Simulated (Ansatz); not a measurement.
Take HgTe in the zinc blende structure (space group F-43m, No. 216) as the base.

```yaml
crystal:
  lattice:
    - [0.00000, 3.21750, 3.21750]
    - [3.21750, 0.00000, 3.21750]
    - [3.21750, 3.21750, 0.00000]
  atoms:
    - { symbol: Hg, position: [0.00000, 0.00000, 0.00000] }
    - { symbol: Te, position: [0.25000, 0.25000, 0.25000] }
```

Cartesian axes are those of the cell as printed.

Calculations: DFT with LDA, PAW potentials and a 420 eV plane-wave cutoff in Ansatz (a first-principles code), without spin-orbit coupling.

Now apply this change: every lattice vector is stretched by 2.50 %, atoms relaxed at fixed cell.

### Question
Predict the stress tensor and what it implies for the stiffness.

### Answer
Stress of the strained cell less that of the base (GPa, compression positive):
```
   -2.9     0.0     0.0
    0.0    -2.9     0.0
    0.0     0.0    -2.9
```

Then B = −ΔP/(ΔV/V₀) with ΔV/V₀ = 0.0769 gives secant stiffness values (nonlinear terms included at this strain): B ≈ 38 GPa.

As a check, the harmonic strain energy −½ V₀ Δσ:ε is 23 meV/atom; the computed energy rise is 25 meV/atom.

The mesh was chosen for an insulator and is coarse for the gapless case. Stability against distortions was not tested. All final runs are without spin polarisation.
